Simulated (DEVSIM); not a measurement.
## Schottky contact on n-type Si

Structure: Schottky contact on n-type Si, at 300 K.

| layer (left to right) | material | thickness (μm) | Nd (cm⁻³) | τn (s) | τp (s) |
|---|---|---|---|---|---|
| 1 | Si | 1.30 | 8.3e16 | 0.00019 | 0.00019 |
| 2 | Si | 29.0 | 9.6e17 | 0.00019 | 0.00019 |

Left contact: Schottky, work function 4.69 eV, emission velocity 4.3e6 cm/s. Right contact: ohmic. Voltage is applied to the left contact. Recombination: SRH at mid-gap, Auger. Gap narrowing is on: ΔEg = 6.92 meV × (l + √(l² + 0.5)), l = ln(N/1.3e17 cm⁻³), shared equally by both band edges. Mobility is μmin + (μ − μmin)/(1 + (N/Nref)^α).

Constants are typed, rounded textbook-type inputs, not results; the design itself was drawn at random and stands for no fabricated device. Values at 300 K.

```csv
parameter,Si
gap (eV),1.124
affinity (eV),4.05
permittivity,11.7
Nc (cm⁻³),2.86e19
Nv (cm⁻³),3.1e19
μn (cm²/Vs),1417
μp (cm²/Vs),470
"μn,min",52
"μp,min",45
"Nref,n",9.7e16
"Nref,p",2.2e17
αn,0.68
αp,0.72
Cn (cm⁶/s),2.8e-31
Cp (cm⁶/s),9.9e-32
```

DEVSIM, 1D drift-diffusion, Boltzmann statistics, complete ionisation; no tunnelling, impact ionisation, image-force lowering or self-heating. Metal contacts follow the ideal Schottky-Mott rule: no Fermi-level pinning, no interface dipoles.

```
Item                                             Value
---------------------------------------------  -------
Potential step across the device at zero bias  0.538 V
Dark forward voltage at 1 A/cm²                0.206 V
Dark forward voltage at 100 A/cm²              0.336 V
```

Small-signal capacitance in reverse bias (quasi-static):

```
V (V)  C (nF/cm²)
-----  ----------
-0.2          102
-0.5         84.6
-1           68.6
-1.5         59.3
-2           52.9
```

Dark forward current:

```json
[
 {"V (V)": "0.05", "J (A/cm²)": "0.0021"},
 {"V (V)": "0.10", "J (A/cm²)": "0.016"},
 {"V (V)": "0.15", "J (A/cm²)": "0.11"},
 {"V (V)": "0.20", "J (A/cm²)": "0.78"},
 {"V (V)": "0.25", "J (A/cm²)": "5.3"},
 {"V (V)": "0.30", "J (A/cm²)": "33"},
 {"V (V)": "0.35", "J (A/cm²)": "160"},
 {"V (V)": "0.40", "J (A/cm²)": "450"},
 {"V (V)": "0.45", "J (A/cm²)": "870"},
 {"V (V)": "0.50", "J (A/cm²)": "1400"},
 {"V (V)": "0.55", "J (A/cm²)": "1900"},
 {"V (V)": "0.60", "J (A/cm²)": "2400"}
]
```
